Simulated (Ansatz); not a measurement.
The parent structure is Cs in the bcc (W type) structure (space group Im-3m, No. 229; a = 6.275 Å; relaxed with 0.1 eV smearing). Axes: x, y, z lie along the cube axes.

Computed with r2SCAN/PAW in Ansatz (a program for electronic structure), spin-orbit coupling left out.

Base values:

* **Volume per atom**: 123.55 Å³

Perturbation: uniaxial stress, 0.5 GPa tension along z, with the cell and atoms free to relax against it.

**Question.** Predict the new volume per atom and energy relative to the base.

**Answer.** The volume per atom goes up by 17.35 Å³ to 140.90 Å³; the energy grows by 51 meV/atom.

Load acts through the strain it causes; cell and atoms are relaxed under it. Beyond what the load breaks, stability against distortions was not tested. All final runs are without spin polarisation. Under uniaxial stress, 0.5 GPa tension along z the cell changed shape so far that it is another structure.
